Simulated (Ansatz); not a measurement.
Functionals compared on CH3 on the 1x1 (111) surface of fcc Pt, one in a 2x2 cell, started at the site 'top Pt', in Ansatz (plane waves, PAW). The structure was relaxed with PBE; the other rows are single points on it, each with its references at the same level. Cutoff 420 eV (500 eV for r2SCAN).

Model: 20-atom slab, 6.9 Å thick at the start under the adsorbate (thin: gaps and levels are the slab's own), 6x6x1 mesh, Fermi-Dirac 0.1 eV, dipole correction, 8 atoms held, the rest relaxed; symmetry of the start imposed; spin-polarised, no spin-orbit, no U, no dispersion correction. The starting moment vanished. At the end it is bonded to Pt. In PBE it is, or lies within 0.03 eV of, the lowest of the starts that converged. These notes are the PBE run's. r2SCAN: The program's check for a lower electronic state was not made. Adsorption energies are against CH4(g) − ½ H2(g). A negative adsorption energy means that the adsorbate is more stable on the surface than in its reference.

| functional | adsorption energy (eV) | work function of the top face (eV) | change of the work function (eV) | magnetic moment of the cell (μB) | rough cost of the single point |
|---|---|---|---|---|---|
| PBE | 0.48 | 4.86 | -0.82 | 0.00 | – |
| RPBE | 0.65 | 4.75 | -0.77 | 0.00 | around 4 core-minutes (rough) |
| r2SCAN | 0.31 | 4.91 | -0.84 | 0.00 | around 8 core-minutes (rough) |

Ansatz is a quantum-chemistry and plane-wave program.
